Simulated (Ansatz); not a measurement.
Rock-salt NaH was calculated with Hartree–Fock in Ansatz (plane waves, PAW).

Settings: plane-wave cutoff 460 eV, 10×10×10 k mesh, Fermi–Dirac smearing 0.01 eV, scalar-relativistic PAW data made under PBE.

Response to compression and expansion:

```
V (Å³/atom)  P (GPa)  direct gap at Γ (eV)  smallest gap on the k mesh (eV)
-----------  -------  --------------------  -------------------------------
13.823          1.84                24.976                           11.706
14.177          1.17                24.591                           11.615
14.550          0.55                24.201                           11.522
14.744          0.25                24.006                           11.476
14.924         -0.01                23.828                           11.433
15.297         -0.50                23.469                           11.347
15.670         -0.94                23.123                           11.265
```

The fundamental gap (11.42 eV at the equilibrium volume, with added k points) lies elsewhere than Γ–Γ.

Ansatz is an electronic-structure program.
